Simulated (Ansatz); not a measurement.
## What Mg on a Zr site, symmetric start does to ZrO2

Base system: a 27-atom supercell of ZrO2 in the fluorite structure (space group Fm-3m, No. 225; a = 5.0642 Å) at its relaxed geometry.

It is then changed as follows: one Zr atom is replaced by Mg, atoms relaxed at fixed cell.

Computed with PBEsol/PAW in Ansatz (a quantum-chemistry and plane-wave program), no spin-orbit coupling, earlier PAW set. Γ-centred 5×5×5 mesh, Fermi–Dirac width 0.01 eV.

The gap of the supercell becomes zero (base: 3.33 eV) and the total moment of the cell comes out as 0.0 μB. The energy gained by relaxation comes out as 0.21 eV and the largest displacement of a host atom from its site in the perfect cell amounts to 0.04 Å. The mean distance from the defect site to its nearest host atoms increases by 4 pm, from 219 pm to 223 pm.

Other magnetic orders, which the real material may have, were not ruled out. The cell is small, so the values are those of an ordered compound at a high defect concentration; dilute-limit values will differ. The mesh was chosen for an insulator and is coarse for the gapless case. The defect started on the symmetric site and kept its symmetry, so it may sit on a saddle. Seeded moments were not kept for Mg on a Zr site. The defect cell is spin-polarised and ends with 0.0 μB. This is not the structure that ZrO2 has at room temperature and ambient pressure.
